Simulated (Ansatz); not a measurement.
The structure below was relaxed with PBE (Ansatz, an electronic-structure program), without spin-orbit coupling, at pressure 1.8 GPa.

Space group Pca2₁ (No. 29); a = 5.276 Å, b = 5.056 Å, c = 5.086 Å, α = β = γ = 90.00°

```
atom  site  symmetry       x       y       z
----  ----  --------  ------  ------  ------
Hf      4a         1  0.0326  0.2667  0.2487
O       4a         1  0.3665  0.0693  0.1080
O       4a         1  0.2688  0.5386  0.4993
```

Problem. Write out a cell with all atoms.

Solution. 
```
HfO2
1.0
    5.27610     0.00000     0.00000
    0.00000     5.05635     0.00000
    0.00000     0.00000     5.08615
Hf O
4 8
Direct
  0.03261   0.26674   0.24874
  0.96739   0.73326   0.74874
  0.53261   0.73326   0.24874
  0.46739   0.26674   0.74874
  0.36649   0.06928   0.10795
  0.63351   0.93072   0.60795
  0.86649   0.93072   0.10795
  0.13351   0.06928   0.60795
  0.23122   0.53864   0.99931
  0.76878   0.46136   0.49931
  0.73122   0.46136   0.99931
  0.26878   0.53864   0.49931
```
This is the conventional cell.

Load acts through the strain it causes; cell and atoms are relaxed under it. Whether these cells are dynamically stable was not tested. The cell was made from HfO$_{2}$ (space group Pca2_1, No. 29) by this change: pressure 1.8 GPa. This is not the structure that HfO2 has at room temperature and ambient pressure.
